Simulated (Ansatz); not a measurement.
Results of PBEsol (Ansatz, a first-principles code, plane waves, PAW) for cubic perovskite CsPbBr₃ (cubic high-temperature phase).

Settings: plane-wave cutoff 520 eV, 6×6×6 k mesh, Fermi–Dirac smearing 0.01 eV, scalar-relativistic PAW data made under PBE.

The cell has the measured lattice: a = b = c = 5.874 Å, α = β = γ = 90.00°.

Problem. Estimate the band gap and Γ–Γ gap that the calculation returns.

Solution. 
band gap: 1.43 eV
Γ–Γ gap: 4.93 eV

Note: held by symmetry at 0 K, a high-temperature phase can be a saddle point; cell and atoms aren't relaxed at this level.

Spin–orbit coupling is not included; with these elements it can move the gap by several tenths of an eV or more.
